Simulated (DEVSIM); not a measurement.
## abrupt Si p-n junction

Device: abrupt Si p-n junction, at 300 K.

| layer (left to right) | material | thickness (μm) | Nd (cm⁻³) | Na (cm⁻³) | τn (s) | τp (s) |
|---|---|---|---|---|---|---|
| 1 | Si | 6.20 | - | 1.2e17 | 0.00062 | 0.00062 |
| 2 | Si | 1.70 | 2.7e17 | - | 0.00062 | 0.00062 |

Left contact: ohmic. Right contact: ohmic. Voltage is applied to the left contact. Recombination: SRH at mid-gap, Auger. Mobility is μmin + (μ − μmin)/(1 + (N/Nref)^α).

This is a model device: material constants are rounded textbook-type values typed into the input, and sizes, dopings and lifetimes were drawn at random. Values at 300 K.

```csv
parameter,Si
gap (eV),1.124
affinity (eV),4.05
permittivity,11.7
Nc (cm⁻³),2.86e19
Nv (cm⁻³),3.1e19
μn (cm²/Vs),1417
μp (cm²/Vs),470
"μn,min",52
"μp,min",45
"Nref,n",9.7e16
"Nref,p",2.2e17
αn,0.68
αp,0.72
Cn (cm⁶/s),2.8e-31
Cp (cm⁶/s),9.9e-32
```

DEVSIM, 1D drift-diffusion, Boltzmann statistics, complete ionisation; no tunnelling, impact ionisation, image-force lowering or self-heating.

The potential step across the device at zero bias is 0.860 V and the largest field in the device at zero bias is 140000 V/cm. The dark forward voltage at 1 A/cm² is 0.664 V and the dark forward voltage at 100 A/cm² is 0.788 V.

Small-signal capacitance in reverse bias (quasi-static):

```
V (V)  C (nF/cm²)
-----  ----------
-0.04        90.1
-0.1         87.1
-0.2         82.7
-0.3         78.9
-0.4         75.5
-0.6         70.0
-0.8         65.5
-1           61.7
-1.3         57.2
-1.6         53.5
```

Dark reverse current:

```json
[
 {"V (V)": "-0.04", "J (A/cm²)": "-6.3e-12"},
 {"V (V)": "-0.10", "J (A/cm²)": "-8.4e-12"},
 {"V (V)": "-0.20", "J (A/cm²)": "-9.5e-12"},
 {"V (V)": "-0.30", "J (A/cm²)": "-1.0e-11"},
 {"V (V)": "-0.40", "J (A/cm²)": "-1.1e-11"},
 {"V (V)": "-0.60", "J (A/cm²)": "-1.3e-11"},
 {"V (V)": "-0.80", "J (A/cm²)": "-1.4e-11"},
 {"V (V)": "-1.00", "J (A/cm²)": "-1.6e-11"},
 {"V (V)": "-1.30", "J (A/cm²)": "-1.7e-11"},
 {"V (V)": "-1.60", "J (A/cm²)": "-1.9e-11"}
]
```
